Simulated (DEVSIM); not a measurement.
Structure: Schottky contact on n-type GaN, at 300 K.

Layer 1 from the left is GaN, thickness (μm) 4.70, Nd (cm⁻³) 9.3e15, τn (s) 2.4e-8, τp (s) 2.4e-8.

Left contact: Schottky, work function 5.49 eV, emission velocity 4.2e6 cm/s. Right contact: ohmic. Voltage is applied to the left contact. Recombination: SRH at mid-gap, Auger. Mobility is constant in doping.

The device is made up for the run: typed textbook-type constants, with dimensions and the other settings drawn at random. Values at 300 K.

GaN: gap (eV) 3.43, affinity (eV) 4.1, permittivity 9.5, Nc (cm⁻³) 2.3e18, Nv (cm⁻³) 4.6e19, μn (cm²/Vs) 1200, μp (cm²/Vs) 100, Cn (cm⁶/s) 1e-30, Cp (cm⁶/s) 1e-30.

**Question.** Estimate by hand the built-in potential, the peak field at zero bias, the capacitance at -6 V, and compare with a numerical solution.

**Answer.** 
- Built-in potential: barrier φB = 1.390 eV; Vbi = φB − kT/q ln(N_band/N) = 1.248 V; numerical 1.248 V.
- Peak field at zero bias: depletion approximation: W = √(2εVbi/(qN)) = 0.375 μm with N = 9.30e15 cm⁻³; field = 2Vbi/W = 66500 V/cm; numerical 65700 V/cm (estimate above by 1.2 %).
- Capacitance at -6 V: C = √(qεN / 2(Vbi + |V|)) = 9.30 nF/cm²; numerical 9.32 nF/cm².

DEVSIM, 1D drift-diffusion, Boltzmann statistics, complete ionisation; no tunnelling, impact ionisation, image-force lowering or self-heating. Metal contacts follow the ideal Schottky-Mott rule: no Fermi-level pinning, no interface dipoles.
